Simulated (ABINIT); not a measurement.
Band structure of Re3Pt (P-6m2, 4 atoms in the cell).

```
Re3Pt
1.0
    2.78813     0.00000     0.00000
   -1.39407     2.41459     0.00000
    0.00000     0.00000     9.00389
Re Pt
3 1
Direct
  0.00000   0.00000   0.50000
  0.66667   0.33333   0.25410
  0.66667   0.33333   0.74590
  0.00000   0.00000   0.00000
```

Method: PBEsol, norm-conserving pseudopotentials (PseudoDojo nc-sr-04 PBEsol standard) (plane waves; ABINIT).

Settings: pseudos = [Re.upf, Pt.upf]; ecut = 42 Ha; ixc = -116133; occopt = 7; tsmear = 0.136 eV; ngkpt = 7 7 2; nshiftk = 1; shiftk = 0 0 0; potentials = PseudoDojo nc-sr-04 PBEsol standard; kptopt = 1; nstep = 60; tolvrs1 = 1e-10; ndtset = 2.

The starting cell comes from a database of computed structures (which also holds hypothetical and non-ambient phases and stackings), without a prior relaxation at this level. Spin-orbit coupling is off. Spin polarisation is off.

Levels in eV from the Fermi level, bands 28 to 35:
| point | 28 | 29 | 30 | 31 | 32 | 33 | 34 | 35 |
|---|---|---|---|---|---|---|---|---|
| Γ | -1.82 | -1.82 | -1.40 | -1.40 | -1.19 | -1.19 | -0.01 | 0.87 |
| M | -1.09 | -0.50 | -0.04 | 0.10 | 0.37 | 2.18 | 3.23 | 3.62 |
| K | -2.35 | -1.57 | -0.97 | -0.13 | 0.01 | 1.83 | 2.37 | 2.50 |
| A | -1.75 | -1.72 | -1.54 | -1.54 | -1.36 | -0.95 | -0.95 | 0.57 |
| L | -0.89 | -0.42 | 0.23 | 0.25 | 0.97 | 2.02 | 2.56 | 3.64 |
| H | -2.37 | -1.57 | -0.68 | 0.04 | 0.28 | 1.42 | 2.08 | 2.39 |

Bands cross the Fermi level along this path, so the cell is metallic at this level.
